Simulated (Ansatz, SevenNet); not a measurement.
CsCl-type TiCo: properties by level of theory

Reference values: lattice constant a 2.995 Å (measured, room temperature, no zero-point or thermal correction; as tabulated in Yamada et al. (2019), arXiv:1910.09660); formation enthalpy -0.428 ± 0.009 eV/atom (measured, 298 K, copied from a table, unchecked, not corrected to a static lattice; as tabulated in Wang et al. (2021), doi:10.1038/s41598-021-94550-5).

| level (code) | lattice constant a (Å) | zone-centre TO phonon frequency (cm⁻¹) | elastic constant C11 (GPa) | elastic constant C44 (GPa) | Voigt–Reuss–Hill shear modulus (GPa) | formation enthalpy (eV/atom) |
|---|---|---|---|---|---|---|
| SevenNet-0 | … | 148 | … | 52.6 | … | -0.446 |
| BLYP (Ansatz) | 3.004 | … | 199 | 44.3 | 36.0 | -0.400 |
| revPBE (Ansatz) | … | … | … | 57.3 | 42.2 | -0.358 |
| r²SCAN (Ansatz) | 2.951 | … | … | … | 39.4 | -0.271 |

**Question.** Fill in the missing entries.

**Answer.** 
- SevenNet-0, lattice constant a (Å): 2.979
- SevenNet-0, elastic constant C11 (GPa): 189
- SevenNet-0, Voigt–Reuss–Hill shear modulus (GPa): 31.7
- BLYP (Ansatz, an electronic-structure program), zone-centre TO phonon frequency (cm⁻¹): 183
- revPBE (Ansatz), lattice constant a (Å): 2.990
- revPBE (Ansatz), zone-centre TO phonon frequency (cm⁻¹): 211
- revPBE (Ansatz), elastic constant C11 (GPa): 205
- r²SCAN (Ansatz), zone-centre TO phonon frequency (cm⁻¹): 228
- r²SCAN (Ansatz), elastic constant C11 (GPa): 221
- r²SCAN (Ansatz), elastic constant C44 (GPa): 60.5

Differences from the reference values (errors of the level alone only where the reference is corrected to a static lattice):

```json
[
 {"level": "SevenNet-0", "lattice constant a (%)": "-0.53", "formation enthalpy (eV/atom)": "-0.018"},
 {"level": "BLYP", "lattice constant a (%)": "+0.30", "formation enthalpy (eV/atom)": "+0.028"},
 {"level": "revPBE", "lattice constant a (%)": "-0.17", "formation enthalpy (eV/atom)": "+0.070"},
 {"level": "r²SCAN", "lattice constant a (%)": "-1.47", "formation enthalpy (eV/atom)": "+0.157"}
]
```

Nearest: lattice constant a, not ranked (reference at room or unstated temperature); formation enthalpy, not ranked (one source).

Machine-learned potentials (SevenNet-0) are trained on DFT data: a solid inside that data is no test of them.

Ansatz's density-functional and Hartree–Fock values are scalar-relativistic unless marked +SOC, with PAW data made under PBE.

The crystal itself was run without spin with BLYP, revPBE, r²SCAN; a magnetic state was not tried in these runs.

Differences are worked out from the printed values.

Static lattice: no zero-point or thermal effects.
